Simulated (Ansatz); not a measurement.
**Effect of isotropic strain +3.00 % on Si**

Consider Si in the diamond structure (space group Fd-3m, No. 227; a = 5.402 Å).

Modification: an isotropic linear strain of +3.00 %; the atoms relax in the strained cell.

Method: LDA in Ansatz (plane waves to 420 eV, PAW, without spin-orbit coupling). k-mesh 11×11×11 (Γ-centred); smearing 0.05 eV (Fermi–Dirac).

| quantity | base | changed | shift |
|---|---|---|---|
| volume per atom | 19.71 Å³ | 21.53 Å³ | +1.827 Å³ |
| space group | Fd-3m (No. 227) | Fd-3m (No. 227) | – |
| shortest interatomic distance | 2.339 Å | 2.409 Å | +0.070 Å |
| energy relative to the base (free energy F) | 0 meV/atom | +44 meV/atom | +44 meV/atom |
| pressure | -0.01 GPa | -7.07 GPa | -7.06 GPa |
| band gap | 0.45 eV | 0.59 eV | +0.14 eV |
| gap character | indirect, Γ → Γ–X (87 % along) | indirect, Γ → Γ–X (87 % along) | – |
| smallest direct gap | 2.53 eV | 2.29 eV | -0.24 eV |
| mean gap deformation potential ΔEg/Δln V | – | +1.6 eV | – |
| width of the top valence band | 3.94 eV | 3.58 eV | -0.36 eV |
| electron mass | 0.93 mₑ along k, 0.19 mₑ across (off the special points) | 0.93 mₑ along k, 0.20 mₑ across (off the special points) | – |
| hole mass (degenerate bands, along [100]) | 0.17, 0.26, 0.26 mₑ (at Γ) | 0.13, 0.28, 0.28 mₑ (at Γ) | – |
| valley order (the lowest conduction-band minima on the path, energy above the VBM, named in the base's zone) | a point along ⟨100⟩, about 1.0 Å⁻¹ from Γ 0.45 eV; L along ⟨111⟩ 1.48 eV | a point along ⟨100⟩, about 1.0 Å⁻¹ from Γ 0.59 eV; L along ⟨111⟩ 1.16 eV | – |

Final structure:

```yaml
crystal:
  lattice:
    - [0.00000, 2.78208, 2.78208]
    - [2.78208, 0.00000, 2.78208]
    - [2.78208, 2.78208, 0.00000]
  atoms:
    - { symbol: Si, position: [0.00000, 0.00000, 0.00000] }
    - { symbol: Si, position: [0.25000, 0.25000, 0.25000] }
```

Effective masses come from finite differences of ±0.01 Å⁻¹. Along k means along the line from Γ to the band edge. No phonon test of stability was made.

Ansatz is a first-principles code.
